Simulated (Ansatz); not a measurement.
## La (space group P6_3/mmc, No. 194)

La is taken in the hexagonal space group P6₃/mmc (No. 194), Pearson symbol hP4. Conventional cell: a = b = 3.770 Å, c = 12.081 Å, α = β = 90.00°, γ = 120.00°. La1 on 2a has 12 La at 3.723–3.770 Å and 6 La at 5.299 Å. La2 on 2c has 12 La at 3.723–3.770 Å and 6 La at 5.299 Å. (Neighbours: up to the widest gap in distance over summed covalent radii, below 1.35, at either atom.)

Calculations: PBE, PAW, 420 eV (Ansatz, a first-principles code; no spin-orbit coupling), earlier PAW set. Γ-centred 14×14×4 mesh, Fermi–Dirac width 0.05 eV.

| Item | Result |
|---|---|
| Volume per atom | 37.18 Å³ |
| Density | 6.20 g/cm³ |
| Band gap | zero |
| Total energy | -6250.305 eV/atom (σ→0; compares only within this code and set-up) |

No phonon test of stability was made.
